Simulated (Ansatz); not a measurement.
**Effect of Zr → Mo on Zr2Ir**

Consider Zr2Ir (space group I4/mcm, No. 140; a = 6.463 Å, c = 5.650 Å; a cell from a computed database, its experimental status unchecked).

Perturbation: Mo takes the place of Zr on all its sites; the structure is relaxed again.

Calculations: PBEsol, PAW, 420 eV (Ansatz, a program for electronic structure; no SOC). Γ-centred 12×12×12 mesh, Fermi–Dirac width 0.05 eV, for the changed cell.

```csv
quantity,base,changed,shift
volume per atom,19.67 Å³,15.67 Å³,-4.00 Å³
density,10.55 g/cm³,13.57 g/cm³,+3.02 g/cm³
c/a ratio,0.874,0.835,-0.039
space group,I4/mcm (No. 140),I4/mcm (No. 140),–
shortest interatomic distance,2.786 Å,2.489 Å,-0.297 Å
band gap,zero,zero,–
```

Final structure:

```yaml
crystal:
  lattice:
    - [-3.04201, 3.04201, 2.53952]
    - [3.04201, -3.04201, 2.53952]
    - [3.04201, 3.04201, -2.53952]
  atoms:
    - { symbol: Mo, position: [0.64465, 0.14465, 0.78930] }
    - { symbol: Mo, position: [0.35535, 0.85535, 0.21070] }
    - { symbol: Mo, position: [0.14465, 0.35535, 0.50000] }
    - { symbol: Mo, position: [0.85535, 0.64465, 0.50000] }
    - { symbol: Ir, position: [0.75000, 0.75000, 0.00000] }
    - { symbol: Ir, position: [0.25000, 0.25000, 0.00000] }
```

Whether these cells are dynamically stable was not tested. As relaxed here, Mo2Ir is a hypothetical phase, not in the database extracts checked. All final runs are without spin polarisation.
